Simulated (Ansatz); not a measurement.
Consider ZnS in the zinc blende structure (space group F-43m, No. 216; a = 5.357 Å).

Calculations: Ansatz (a program for electronic structure) PBEsol, no spin-orbit coupling.

One change was made to it. Results:

| quantity | base | after |
|---|---|---|
| lattice parameter a | 5.357 Å | 5.318 Å |
| hole mass (degenerate bands, along [100]) | 0.18, 0.68, 0.68 mₑ (at Γ) | 0.19, 0.64, 0.64 mₑ (at Γ) |
| width of the top valence band | 2.86 eV | 2.95 eV |
| valley order (the lowest conduction-band minima on the path, energy above the VBM, named in the base's zone) | Γ 2.09 eV; X along ⟨100⟩ 3.17 eV; L along ⟨111⟩ 3.24 eV | Γ 2.18 eV; X along ⟨100⟩ 3.12 eV; L along ⟨111⟩ 3.27 eV |

**Question.** What was done to the base?
(A) pressure 1.8 GPa
(B) pressure −1 GPa
(C) pressure 18 GPa

**Answer.** A, pressure 1.8 GPa. For comparison, the valley order in the other runs: pressure 18 GPa gives X along ⟨100⟩ 2.75 eV; Γ 2.80 eV; L along ⟨111⟩ 3.49 eV; pressure −1 GPa gives Γ 2.03 eV; X along ⟨100⟩ 3.20 eV; L along ⟨111⟩ 3.21 eV.

The levels and masses belong to the bands next to the band gap. Load acts through the strain it causes; cell and atoms are relaxed under it. Effective masses come from finite differences of ±0.01 Å⁻¹. No phonon test of stability was made. Measured, ZnS leaves this structure (for rock salt) near 14.7 GPa (temperature not stated; as listed in Datta, Sujoy, Jana, Debnarayan, arXiv (2020)), on rising pressure, with hysteresis.
